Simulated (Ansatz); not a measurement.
The reference is Y in the hcp (Mg type) structure (space group P6_3/mmc, No. 194; a = 3.594 Å, c = 5.610 Å; relaxed with 0.1 eV smearing). Axes: x lies along a and z along c of the hexagonal cell.

Computed with PBEsol (Ansatz, a program for electronic structure; PAW; 420 eV plane waves; no SOC).

Strains are applied to the cell and any free atomic positions relax.

One change was made to it. Results:

| quantity | base | after |
|---|---|---|
| energy relative to the base (free energy F) | 0 meV/atom | +4.0 meV/atom |
| shortest interatomic distance | 348.9 pm | 343.4 pm |

What was done to the base?
(A) tensor shear ε_xz = +0.86 %
(B) tensor shear ε_xz = +1.43 %
(C) tensor shear ε_xz = +2.00 %

C, tensor shear ε_xz = +2.00 %. For comparison, the energy relative to the base in the other runs: tensor shear ε_xz = +1.43 % gives +2.1 meV/atom; tensor shear ε_xz = +0.86 % gives +0.7 meV/atom.

No phonon test of stability was made. The final runs are not spin-polarised.
